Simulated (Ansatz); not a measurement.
Pressure series in BN

Take BN in the wurtzite structure (space group P6_3mc, No. 186; a = 2.555 Å, c = 4.225 Å) as the base.

Cell and atoms are relaxed at each pressure.

Computed with plane-wave PAW DFT at the PBE level (Ansatz, a first-principles code, 420 eV), no spin-orbit coupling.

Notes on the quantities. enthalpy: H = E + PV relative to the base's energy.

```json
[
 {"variant": "base", "volume per atom": "5.97 Å³", "width of the top valence band": "5.37 eV", "band gap": "5.23 eV", "enthalpy": "–"},
 {"variant": "pressure −2 GPa", "volume per atom": "6.00 Å³", "width of the top valence band": "5.34 eV", "band gap": "5.24 eV", "enthalpy": "-0.07 eV/atom"},
 {"variant": "pressure −1 GPa", "volume per atom": "5.98 Å³", "width of the top valence band": "5.35 eV", "band gap": "5.23 eV", "enthalpy": "-0.04 eV/atom"},
 {"variant": "pressure 0.9 GPa", "volume per atom": "5.95 Å³", "width of the top valence band": "5.38 eV", "band gap": "5.22 eV", "enthalpy": "+0.03 eV/atom"},
 {"variant": "pressure 2.1 GPa", "volume per atom": "5.94 Å³", "width of the top valence band": "5.39 eV", "band gap": "5.22 eV", "enthalpy": "+0.08 eV/atom"},
 {"variant": "pressure 4.5 GPa", "volume per atom": "5.90 Å³", "width of the top valence band": "5.43 eV", "band gap": "5.20 eV", "enthalpy": "+0.17 eV/atom"},
 {"variant": "pressure 9 GPa", "volume per atom": "5.83 Å³", "width of the top valence band": "5.49 eV", "band gap": "5.18 eV", "enthalpy": "+0.33 eV/atom"},
 {"variant": "pressure 15 GPa", "volume per atom": "5.75 Å³", "width of the top valence band": "5.57 eV", "band gap": "5.15 eV", "enthalpy": "+0.55 eV/atom"},
 {"variant": "pressure 22.5 GPa", "volume per atom": "5.65 Å³", "width of the top valence band": "5.66 eV", "band gap": "5.11 eV", "enthalpy": "+0.81 eV/atom"},
 {"variant": "pressure 30 GPa", "volume per atom": "5.56 Å³", "width of the top valence band": "5.75 eV", "band gap": "5.07 eV", "enthalpy": "+1.08 eV/atom"}
]
```

Load acts through the strain it causes; cell and atoms are relaxed under it. Stability against distortions was not tested. Competing high-pressure phases were not computed.
